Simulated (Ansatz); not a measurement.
Given:

```yaml
crystal:
  lattice:
    - [4.59124, 0.00000, 0.00000]
    - [0.00000, 4.59124, 0.00000]
    - [0.00000, 0.00000, 2.93902]
  atoms:
    - { symbol: Ti, position: [0.50000, 0.50000, 0.00000] }
    - { symbol: Ti, position: [0.00000, 0.00000, 0.50000] }
    - { symbol: O, position: [0.69556, 0.69556, 0.50000] }
    - { symbol: O, position: [0.30444, 0.30444, 0.50000] }
    - { symbol: O, position: [0.80444, 0.19556, 0.00000] }
    - { symbol: O, position: [0.19556, 0.80444, 0.00000] }
```

Calculation: PBEsol with spin-orbit coupling, rigid bands (plane waves, PAW; Ansatz, a program for electronic structure). Geometry: cell and atoms relaxed with PBEsol.

Problem. What conductivity effective mass do dilute holes have at 300 K?

Solution. 1.97 (x), 1.97 (y), 3.0 (z) mₑ.

Problem. What conductivity effective mass do dilute electrons have at 300 K?

Solution. 1.11 (x), 1.11 (y), 0.88 (z) mₑ.

Problem. And the band gap?

Solution. 1.87 eV at this level; semilocal functionals usually fall short of the measured gap.

Rigid bands, one relaxation time for all states, no polarons.
